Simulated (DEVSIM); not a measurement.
System: illuminated GaAs p-on-n cell, one wavelength, at 250 K.

```csv
layer (left to right),material,thickness (μm),Nd (cm⁻³),Na (cm⁻³),τn (s),τp (s),absorption coefficient (cm⁻¹)
1,GaAs,0.150,-,6.8e17,5.7e-10,3e-10,24000
2,GaAs,0.730,3.4e15,-,3e-9,3e-9,24000
```

Left contact: ohmic, minority electron recombination velocity 30 cm/s. Right contact: ohmic, minority hole recombination velocity 400 cm/s. Voltage is applied to the left contact. Recombination: SRH at mid-gap, radiative, Auger. Light enters at the left, 4.6e17 photons cm⁻² s⁻¹, one pass, no reflection. Mobility is μmin + (μ − μmin)/(1 + (N/Nref)^α).

Constants are typed, rounded textbook-type inputs, not results; the design itself was drawn at random and stands for no fabricated device. Values at 300 K; Nc and Nv go as T^1.5, mobilities as T to minus their exponent, the gap by Varshni's rule with the affinity fixed.

| parameter | GaAs |
|---|---|
| gap (eV) | 1.424 |
| affinity (eV) | 4.07 |
| permittivity | 12.9 |
| Nc (cm⁻³) | 4.7e17 |
| Nv (cm⁻³) | 9e18 |
| μn (cm²/Vs) | 8500 |
| μp (cm²/Vs) | 400 |
| μn,min | 500 |
| μp,min | 20 |
| Nref,n | 6e16 |
| Nref,p | 1.5e17 |
| αn | 0.39 |
| αp | 0.38 |
| T exponent of μn | 2.1 |
| T exponent of μp | 2.2 |
| B (cm³/s) | 2e-10 |
| Cn (cm⁶/s) | 1e-30 |
| Cp (cm⁶/s) | 1e-30 |
| Varshni α (eV/K) | 0.000541 |
| Varshni β (K) | 204 |

Simulated with DEVSIM: 1D drift-diffusion, Boltzmann statistics, complete ionisation; no tunnelling, impact ionisation, image-force lowering or self-heating.

The photon flux was swept, all else fixed.

| photon flux (cm^-2 s^-1) | short-circuit current (mA/cm²) | largest power (mW/cm²) | open-circuit voltage (V) | fill factor |
|---|---|---|---|---|
| 1.4e16 | 1.97 | 1.52 | 0.931 | 0.83 |
| 4.6e16 | 6.46 | 5.28 | 0.974 | 0.84 |
| 1.4e17 | 19.7 | 16.9 | 1.012 | 0.85 |
| 4.6e17 | 64.6 | 58.2 | 1.049 | 0.86 |
| 1.4e18 | 197 | 184 | 1.082 | 0.87 |
| 4.6e18 | 646 | 631 | 1.114 | 0.88 |
| 1.4e19 | 1970 | 1980 | 1.146 | 0.88 |

From the first row to the last the short-circuit current goes from 1.97 to 1970. From the first row to the last the largest power goes from 1.52 to 1980.
